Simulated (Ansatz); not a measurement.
For MgAu (Pm-3m), PBEsol, DFPT electron-phonon coupling, linearised Boltzmann equation (Ansatz, an electronic-structure program) gives a transport coupling λ_tr = 0.405 and a Drude plasma energy ħω_p = 8.78 eV.

Problem. Estimate the resistivity at 300 K from the high-temperature formula ρ = 2π λ_tr k_B T / (ħ ε₀ ω_p²), and say how the full Boltzmann solution compares.

Solution. The scattering rate is 1/τ = 2π λ_tr k_B T/ħ = 9.99e13 s⁻¹ and ω_p = 1.33e16 s⁻¹, so ρ ≈ 6.34 μΩ·cm. The Boltzmann solution gives 5.73 μΩ·cm, 0.90 times the estimate.

A metal at this level (no band gap). Only scattering by harmonic phonons is included (no impurities, grain boundaries, electron-electron scattering or thermal expansion). Spin-orbit coupling is left out, which matters with elements this heavy. The squared frequency of the phonon mode least converged on the k mesh is uncertain by 13 %. Halving the electron mesh (28x28x28) moves the resistivity by up to 8 % at 300 K, the coupling by up to 2 %. Smearing 0.20 eV; phonons on a 4x4x4 q mesh, which this run doesn't test.

Formula and space group known from diffraction (Crystallography Open Database), not checked to be the room-temperature form: MgAu (Pm-3m).
